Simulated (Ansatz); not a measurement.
Consider SiC (space group P6_3mc, No. 186).

```yaml
crystal:
  lattice:
    - [3.09412, 0.00000, 0.00000]
    - [-1.54706, 2.67959, 0.00000]
    - [0.00000, 0.00000, 10.12917]
  atoms:
    - { symbol: Si, position: [0.00000, 0.00000, 0.00031] }
    - { symbol: Si, position: [0.00000, 0.00000, 0.50031] }
    - { symbol: Si, position: [0.66667, 0.33333, 0.75025] }
    - { symbol: Si, position: [0.33333, 0.66667, 0.25025] }
    - { symbol: C, position: [0.00000, 0.00000, 0.81285] }
    - { symbol: C, position: [0.00000, 0.00000, 0.31285] }
    - { symbol: C, position: [0.66667, 0.33333, 0.56221] }
    - { symbol: C, position: [0.33333, 0.66667, 0.06221] }
```

Cartesian axes are those of the cell as printed.

Calculations: plane-wave PAW DFT at the PBE level (Ansatz, a quantum-chemistry and plane-wave program, 420 eV), no SOC, earlier PAW set.

For the base:

| Property | Result |
|---|---|
| Pressure | 0.00 GPa |
| Width of the top valence band | 2.43 eV |
| Band gap | 2.22 eV |

Perturbation: biaxial strain −4.99 %, plane normal [001], relaxed out of plane (Cartesian); in-plane vectors clamped, the third vector and the atoms free.

Q: Estimate the effect on the pressure.

A: The pressure (mean of the normal stresses, compression positive) goes from zero to 23.69 GPa.

Q: Predict the new ratio −ε⊥/ε∥.

A: The ratio −ε⊥/ε∥ amounts to 0.22.

Q: Predict the new width of the top valence band.

A: The width of the top valence band rises by 0.67 eV, from 2.43 eV to 3.10 eV.

Q: What does the calculation give for the band gap after the change?

A: The band gap drops by 0.528 eV (2.22 eV → 1.70 eV).

No phonon test of stability was made.
